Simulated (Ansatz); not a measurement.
Base system: SrO in the rock salt structure (space group Fm-3m, No. 225).

```yaml
crystal:
  lattice:
    - [0.00000, 2.59746, 2.59746]
    - [2.59746, 0.00000, 2.59746]
    - [2.59746, 2.59746, 0.00000]
  atoms:
    - { symbol: Sr, position: [0.00000, 0.00000, 0.00000] }
    - { symbol: O, position: [0.50000, 0.50000, 0.50000] }
```

Cartesian axes are those of the cell as printed.

Level of theory: PBE/PAW in Ansatz (a quantum-chemistry and plane-wave program), without spin-orbit coupling.

It is then changed as follows: every lattice vector is stretched by 0.50 %, atoms relaxed at fixed cell.

Predict the stress tensor and what it implies for the stiffness.

Stress of the strained cell less that of the base (GPa, compression positive):
```
  -1.22    0.00    0.00
   0.00   -1.22    0.00
   0.00    0.00   -1.22
```

Then B = −ΔP/(ΔV/V₀) with ΔV/V₀ = 0.0151 gives secant stiffness values (nonlinear terms included at this strain): B ≈ 81 GPa.

Stability against distortions was not tested.
